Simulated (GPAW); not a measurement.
Band structure of Ca2CdPt2 (Immm, 5 atoms in the cell).

```
Ca2CdPt2
1.0
   -2.22483     2.94693     4.26921
    2.22483    -2.94693     4.26921
    2.22483     2.94693    -4.26921
Ca Cd Pt
2 1 2
Cartesian
  2.22483   0.00000   2.55290
  0.00000   2.94693   1.71631
  0.00000   0.00000   0.00000
  0.00000   1.32559   4.26921
  2.22483   1.62134   0.00000
```

Method: LDA (Perdew-Wang 92), GPAW PAW datasets LDA (gpaw-data 1.0.1) (plane waves; GPAW).

Settings: mode = pw; ecut = 550 eV; xc = LDA; kpts = 5 5 5; mesh shift (steps) = 0 0 0; occupations.name = methfessel-paxton; occupations.width = 0.1 eV; occupations.order = 0; nbands = -9; convergence.density = 1e-05 e/electron; symmetry.symmorphic = false; symmetry.tolerance = 0.0005; maxiter = 100; bandpath_npoints = 40.

The starting cell comes from a database of computed structures (which also holds hypothetical and non-ambient phases and stackings), without a prior relaxation at this level. Spin-orbit coupling is off. Spin polarisation is off.

Levels in eV from the Fermi level, bands 29 to 36:
| point | 29 | 30 | 31 | 32 | 33 | 34 | 35 | 36 |
|---|---|---|---|---|---|---|---|---|
| Γ | -1.62 | -1.29 | -0.19 | 0.58 | 0.95 | 1.00 | 1.40 | 1.90 |
| X | -1.95 | -1.58 | -1.58 | -0.73 | -0.36 | 0.74 | 1.82 | 1.84 |
| L | -2.28 | -1.95 | -1.79 | -1.00 | -0.38 | 0.77 | 1.79 | 2.49 |
| T | -2.41 | -2.24 | -2.22 | -0.72 | -0.67 | 0.64 | 1.18 | 2.59 |
| W | -2.40 | -2.34 | -2.22 | -1.30 | -0.66 | 1.25 | 1.65 | 1.82 |
| R | -1.93 | -1.81 | -1.62 | 0.20 | 0.26 | 1.24 | 1.29 | 1.52 |
| X1 | -1.95 | -1.58 | -1.58 | -0.73 | -0.36 | 0.74 | 1.82 | 1.84 |
| Z | -2.71 | -1.77 | -1.55 | -1.31 | 1.00 | 1.48 | 2.86 | 2.94 |
| Y | -2.59 | -1.99 | -1.95 | -1.38 | 1.37 | 1.87 | 2.67 | 2.97 |
| S | -2.56 | -2.53 | -2.32 | 0.30 | 0.77 | 1.83 | 2.08 | 3.04 |

Bands cross the Fermi level along this path, so the cell is metallic at this level.
